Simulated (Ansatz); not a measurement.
Ansatz (a quantum-chemistry and plane-wave program), DFT, HSE06, plane waves, its default PAW files: diamond-structure Si, atoms displaced (Si64), 64 atoms. Basis and mesh were picked for this test and aren't claimed converged.

```yaml
cell: 10.86, 10.86, 10.86 Å; 90, 90, 90°
distance_to_the_nearest_atom: 2.25 to 2.37 Å
task: single point
k mesh: 1×1×1
hamiltonian.xc: hse06
kind_of_files: paw
scf.occupations.method: fixed
memory maximum (--max-ram): 200GiB
accuracy: medium (default)
basis.precision: auto (default)
basis.xc_grid: 2 (default)
scf.eigensolver.kind: auto (default)
scf.mixing.algorithm: auto (default)
scf.mixing.preconditioner: auto (default)
scf.convergence.dr2_threshold: 1e-07 (default)
k-points after symmetry: 1
bands_at_the_start: 192
electrons: 256
plane waves at Γ: 25173
cutoff (eV): 420
FFT grid: 75×75×75
symmetry_operations: 1
```

It runs on a single node (Arm Neoverse V2, 96 cores on 1 socket, no SMT, 1 L3 cache group).

Wall times, medians of two to five repeats, each run alone on the node (launch to exit). Unless noted, each process is bound to its own block of adjacent cores. The build: release build for Arm (Neoverse V2), one process with threads; another build can shift the numbers. Scratch files lie in a memory file system.

First run (88 threads, output.forces = true, scf.exx.build = auto (default), scf.lower_state_search = light (default), scf.eigensolver.mixed_precision = false (default)):

```
── phase timings ───────────────────────
phase                  total
diag                  4.454s
ace_build             1.761s
published_bands       0.720s
potential             0.207s
density               0.204s
forces                0.048s
xc_out                0.043s
mixing                0.036s
complement_search     0.029s
paw_out               0.010s
energy                0.007s
energy_assemble       0.002s
fermi                 0.000s
exx_invariance        0.000s
hubbard               0.000s
efg                   0.000s
work_function         0.000s
charged_cell          0.000s
Σ                     7.521s
```

Second run:

```
── phase timings ───────────────────────
phase                  total
ace_build             4.982s
diag                  4.663s
published_bands       0.940s
potential             0.206s
density               0.205s
forces                0.046s
xc_out                0.043s
mixing                0.036s
complement_search     0.029s
paw_out               0.010s
energy                0.006s
energy_assemble       0.002s
fermi                 0.000s
exx_invariance        0.000s
hubbard               0.000s
efg                   0.000s
work_function         0.000s
charged_cell          0.000s
Σ                    11.169s
```

Q: Both blocks come from the same system on the same machine. Which change was made from the first run to the second?
(A) scf.lower_state_search = off
(B) scf.eigensolver.mixed_precision = true
(C) scf.exx.build = pair_densities
(D) output.forces = false

A: C, scf.exx.build = pair_densities. The largest move is in building exact exchange (ace_build): 1.8 s to 5.0 s. The exchange builds carry the change: 3 full builds at 0.59 s each (the build that auto chose) against 3 at 1.7 s (pair densities). The other changes gave 8.2 s (scf.lower_state_search = off), 8.7 s (scf.eigensolver.mixed_precision = true), 7.5 s (output.forces = false), against 12 s here and 8.4 s at first.

Keys are those of Ansatz 0.2.
